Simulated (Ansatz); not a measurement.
**Migration barriers: interstitial O in wurtzite AlN, charge state -2**

Consider interstitial O in wurtzite AlN, charge state -2. All values below come from PBE, PAW (plane waves to 420 eV; Ansatz, an electronic-structure program).

Settings: 72 host sites, the relaxed PBE lattice, the Γ point alone, smearing 0.01 eV, spin-restricted, no image-charge correction. No zero-point or tunnelling terms. The charge state is imposed; whether it is stable for some Fermi level was not computed. Sites that were not tried may lie lower.

Barriers: single points on a 2×2×2 k-point mesh shifted by half a step along c at the bands' geometries (they differ from the bands' own by up to 0.16 eV, and are uncertain by about as much).

```
Route                        Start site over the lowest site run (eV)  Hop (Å)  Forward barrier (eV)  Backward barrier (eV)  Neighbours at the start     Neighbours at the saddle                        Saddle order  Forward, on the band's own sampling (eV)
---------------------------  ----------------------------------------  -------  --------------------  ---------------------  -----------------------  ---------------------------  ----------------------------------  ----------------------------------------
a direct jump of one O atom                                      0.00     2.48                  1.86                   1.86           3 Al at 1.80 Å  3 Al at 1.77; 3 N at 2.16 Å  not checked, on a symmetry element                                      1.71
```

Paths come from nudged elastic bands with a climbing image.  A band can be held on a symmetry element, so unchecked saddle points there may be too high.

The whole set of runs took very roughly 0.29 core-hours.
